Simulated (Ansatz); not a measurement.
ZnSe (F-43m, No. 216, 2 atoms in the cell; start COD 1538613): properties by level of theory

```tsv
level (code)	equilibrium lattice constant a (Å)	cohesive energy (eV/atom)
LDA (Ansatz)	5.567	3.37
PBE (Ansatz)	5.732	2.58
r²SCAN (Ansatz)	5.666	2.85
r²SCAN+rVV10 (Ansatz)	5.641	3.02
```

Caveats: the relaxation could not lower the start's symmetry, so the cell can be a saddle point above a distorted one (LDA, PBE, r²SCAN, r²SCAN+rVV10). Ansatz's density-functional and Hartree–Fock values are scalar-relativistic unless marked +SOC, with PAW data made under PBE.

Free atoms are spin-polarised, in the lowest state found; at levels without +SOC their spin–orbit coupling is left out.

Computed values are for the static lattice.

Ansatz is a quantum-chemistry and plane-wave program.
